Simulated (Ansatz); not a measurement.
**Response to strain and stress in HfO2**

Start from HfO$_{2}$ (space group P2_1/c, No. 14).

```
CELL_PARAMETERS angstrom
      5.11406     0.00000     0.00000
      0.00000     5.18158     0.00000
     -0.87114     0.00000     5.22313
ATOMIC_POSITIONS crystal
  Hf 0.27621 0.04185 0.20822
  Hf 0.72379 0.54185 0.29178
  Hf 0.72379 0.95815 0.79178
  Hf 0.27621 0.45815 0.70822
  O  0.07006 0.33377 0.34402
  O  0.92994 0.83377 0.15598
  O  0.92994 0.66623 0.65598
  O  0.07006 0.16623 0.84402
  O  0.44796 0.75767 0.47851
  O  0.55204 0.25767 0.02149
  O  0.55204 0.24233 0.52149
  O  0.44796 0.74233 0.97851
```

Cartesian axes are those of the cell as printed.

Strains are applied to the cell and any free atomic positions relax; under biaxial strain the out-of-plane vector relaxes too; under stress the whole cell relaxes.

Level of theory: r2SCAN/PAW in Ansatz (a quantum-chemistry and plane-wave program), scalar-relativistic without spin-orbit coupling.

Candidates:
(a) uniaxial stress, 2 GPa tension along x
(b) biaxial strain −0.62 %, plane normal [001], relaxed out of plane
(c) uniaxial strain ε_yy = −2.71 %
(d) tensor shear ε_xz = −3.28 %
(e) isotropic strain +2.18 %

Notes on the quantities. energy relative to the base: free energy F.

**Question.** Order them by energy relative to the base, highest first.

**Answer.** (e) isotropic strain +2.18 % (+32 meV/atom), (d) tensor shear ε_xz = −3.28 % (+16 meV/atom), (c) uniaxial strain ε_yy = −2.71 % (+12 meV/atom), (b) biaxial strain −0.62 %, plane normal [001], relaxed out of plane (+1.2 meV/atom), (a) uniaxial stress, 2 GPa tension along x (+0.6 meV/atom)

Beyond what the load breaks, stability against distortions was not tested.
